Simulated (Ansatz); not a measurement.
AlB2-type ZrB₂

Computed with LDA (Ansatz, a program for electronic structure, PAW).

Numerical settings: plane-wave cutoff 500 eV, 18×18×12 k mesh (along the axes of the cell as run), Fermi–Dirac smearing 0.05 eV, scalar-relativistic PAW data made under PBE.

Cell (relaxed at this level):

```yaml
crystal:
  lattice:
    - [1.56631, -2.71294, 0.00000]
    - [1.56631, 2.71294, 0.00000]
    - [0.00000, 0.00000, 3.48877]
  atoms:
    - { symbol: Zr, position: [0.00000, 0.00000, 0.00000] }
    - { symbol: B, position: [0.33333, 0.66667, 0.50000] }
    - { symbol: B, position: [0.66667, 0.33333, 0.50000] }
```

```json
{
 "volume_per_atom": "9.88 Å³/atom",
 "equilibrium_lattice_constant_a": "3.133 Å",
 "c axis length": "3.489 Å"
}
```

Measured, for comparison: lattice constant a 3.17 Å, lattice parameter c 3.532 Å (room temperature, no zero-point or thermal correction; as tabulated in Zhang et al. (2020), arXiv:1911.03307). Computed (rounded) less measured: lattice constant a -1.2 %, lattice parameter c -1.2 %. A static lattice is as a rule a little smaller and stiffer than an uncorrected measurement, which narrows the difference in the lattice constant a, lattice parameter c and would widen misses of the other sign.

It cost very roughly 40 core-seconds of CPU time.
